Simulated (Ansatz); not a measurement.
Smallest direct gap on the k points sampled of antifluorite Mg2C (high-pressure phase) at several levels of theory

No measured value is used here.

```json
[
 {"level (code)": "G0W0@HSE06 (Ansatz)", "value (eV)": "2.54"},
 {"level (code)": "G0W0@PBEsol (Ansatz)", "value (eV)": "2.13"},
 {"level (code)": "G0W0@r²SCAN (Ansatz)", "value (eV)": "2.37"}
]
```

At these levels the smallest gap is indirect and lower: G0W0@HSE06 1.81, G0W0@PBEsol 1.49, G0W0@r²SCAN 1.61 eV. Computed values are for a static lattice.  G0W0@HSE06: GW on a hybrid start was not checked against another program. Values are at the measured cell.

Ansatz is a first-principles code.
